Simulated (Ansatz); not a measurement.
# Response to strain in Pt

Start from Pt in the fcc (Cu type) structure (space group Fm-3m, No. 225).

```xyz
1
Lattice="0.0000 1.9701 1.9701 1.9701 0.0000 1.9701 1.9701 1.9701 0.0000" Properties=species:S:1:pos:R:3 pbc="T T T"
Pt     0.0000     0.0000     0.0000
```

Cartesian axes are those of the cell as printed.

Strains are applied to the cell and any free atomic positions relax; under biaxial strain the out-of-plane vector relaxes too.

Method: r2SCAN (Ansatz, a first-principles code), spin-orbit coupling left out.

Notes on the quantities. pressure: mean of the normal stresses, compression positive; energy relative to the base: free energy F.

| case | pressure | space group | energy relative to the base | shortest interatomic distance |
|---|---|---|---|---|
| base | 0.0 GPa | Fm-3m (No. 225) | 0 meV/atom | 278.6 pm |
| biaxial strain −4.03 %, plane normal [001], relaxed out of plane | 8.6 GPa | I4/mmm (No. 139) | +45 meV/atom | 267.4 pm |
| biaxial strain −2.33 %, plane normal [001], relaxed out of plane | 4.4 GPa | I4/mmm (No. 139) | ? | 272.1 pm |
| biaxial strain −0.94 %, plane normal [110], relaxed out of plane | 1.4 GPa | Immm (No. 71) | +2.0 meV/atom | 276.0 pm |
| biaxial strain +1.15 %, plane normal [111], relaxed out of plane | -2.1 GPa | R-3m (No. 166) | ? | 277.1 pm |
| uniaxial strain ε_yy = +0.45 % | -1.2 GPa | I4/mmm (No. 139) | +0.3 meV/atom | 278.6 pm |

What belongs in the blanks?


- biaxial strain −2.33 %, plane normal [001], relaxed out of plane, energy relative to the base: +14 meV/atom
- biaxial strain +1.15 %, plane normal [111], relaxed out of plane, energy relative to the base: +3.4 meV/atom

Without a gap, meshes like the base's 20×20×20 leave anisotropic stresses uncertain by several tenths of a GPa, and small strain energies with them. Whether these cells are dynamically stable was not tested. All final runs are without spin polarisation.
